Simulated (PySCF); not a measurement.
PySCF 2.14.0, TPSSH/def2-svpd, df: Si(H)2(Vi)(OH) (C=C[SiH2]O), 10 atoms. The geometry is a generated start, not checked to be a minimum at this level.

| Item | Value |
|---|---|
| task | energy |
| method | tpssh |
| basis | def2-svpd |
| two-electron scheme | density fitting |
| mol.max_memory | 3000 MB |
| mf.max_cycle | 100 |
| mf.init_guess | minao (default) |
| mf.DIIS | CDIIS (default) |
| mf.diis_space | 8 (default) |
| mf.conv_tol | 1e-09 (default) |
| mf.grids.level | 3 (default) |
| basis functions | 135 |
| grid points | 120352 |

```xyz
10

Si     0.8242    -0.4056    -0.7966
O      1.4469    -1.1953     0.4804
C     -0.6912     0.6138    -0.3227
C     -1.3421     0.5042     0.8257
H      0.4829    -1.5130    -1.6823
H      1.8213     0.5077    -1.3659
H      1.7579    -0.7437     1.2587
H     -1.0553     1.3323    -1.0484
H     -1.0308    -0.1977     1.5859
H     -2.2137     1.0972     1.0652
```

One run each on 2 threads, 1 BLAS thread. Values of level_shift (Hartree) tried: 0 (default), 0.1, 0.3, 1.

### Question
Predict the course of the Fock builds along this series.

### Answer
Fewest Fock builds, within one of each other: 0 (default) with 12, 0.1 with 12. The count rises to 29 at 1. All converge to one solution.

```tsv
level_shift (Hartree)	Fock builds	end
0 (default)	12	same solution
0.1	12	same solution
0.3	14	same solution
1	29	same solution
```
